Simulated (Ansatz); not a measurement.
Here is the system:

```yaml
crystal:
  lattice:
    - [4.71227, 0.00000, 0.00000]
    - [0.00000, 4.71227, 0.00000]
    - [0.00000, 0.00000, 4.71227]
  atoms:
    - { symbol: Lu, position: [0.50000, 0.00000, 0.50000] }
    - { symbol: Lu, position: [0.00000, 0.50000, 0.50000] }
    - { symbol: Lu, position: [0.50000, 0.50000, 0.00000] }
    - { symbol: Tl, position: [0.00000, 0.00000, 0.00000] }
    - { symbol: C, position: [0.50000, 0.50000, 0.50000] }
```

Computed with PBEsol, DFPT electron-phonon coupling, linearised Boltzmann equation (plane waves, PAW, scalar-relativistic; Ansatz, an electronic-structure program). Cell: relaxed with this functional, without spin-orbit coupling.

Question: Predict the intrinsic resistivity at 77 K.

Answer: 13.3 μΩ·cm.

A metal at this level (no band gap). Only scattering by harmonic phonons is included (no impurities, grain boundaries, electron-electron scattering or thermal expansion). Spin-orbit coupling is left out, which matters with elements this heavy. Few carriers conduct, so the values hang on small band overlaps. The run warned that the eigensolver left some states short of its tolerance. Halving the electron mesh (20x20x20) moves the resistivity by up to 13 % at 77 K. Smearing 0.20 eV; phonons on a 3x3x3 q mesh, which this run doesn't test.

Computed structure with no diffraction record at hand here (it may be known, metastable or hypothetical): Lu3TlC (Pm-3m).
